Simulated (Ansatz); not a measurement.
# PbSe: biaxial strain +0.42 %, plane normal [111], relaxed out of plane

Base system: PbSe in the rock salt structure (space group Fm-3m, No. 225; a = 6.041 Å). Axes: x, y, z lie along the cube axes.

The change: biaxial strain +0.42 %, plane normal [111], relaxed out of plane (Cartesian); in-plane vectors clamped, the third vector and the atoms free.

Level of theory: DFT with LDA, PAW potentials and a 420 eV plane-wave cutoff in Ansatz (an electronic-structure program), no SOC. k-mesh 10×10×10 (Γ-centred); smearing 0.05 eV (Fermi–Dirac).

- Volume per atom = 27.65 Å³ (base 27.55 Å³)
- Space group = R-3m (No. 166) (base Fm-3m (No. 225))
- Energy relative to the base (free energy F) = +0.2 meV/atom
- Pressure (mean of the normal stresses, compression positive) = -0.2 GPa (base 0.0 GPa)
- Band gap = zero (base zero)
- Out-of-plane strain = -0.48 % (rough)
- Mean in-plane stress (compression positive) = -0.3 GPa (rough)

Final structure (turned so that z lies along the plane normal):

```
CELL_PARAMETERS angstrom
      4.28945     0.00000     0.00000
      2.14473     3.71478     0.00000
      2.14473    -1.23826     3.47079
ATOMIC_POSITIONS crystal
  Pb 0.00000 0.00000 0.00000
  Se 0.00000 0.50000 0.50000
```

Without a gap, meshes like the base's 10×10×10 leave anisotropic stresses uncertain by several tenths of a GPa, and small strain energies with them. With Pb present, leaving out spin-orbit coupling can change the band edges. Stability against distortions was not tested. All final runs are without spin polarisation. Gaps under 0.05 eV, about the width of the smearing, are given as zero. A zero or small gap of PbSe can be the functional's error rather than a property of the material.
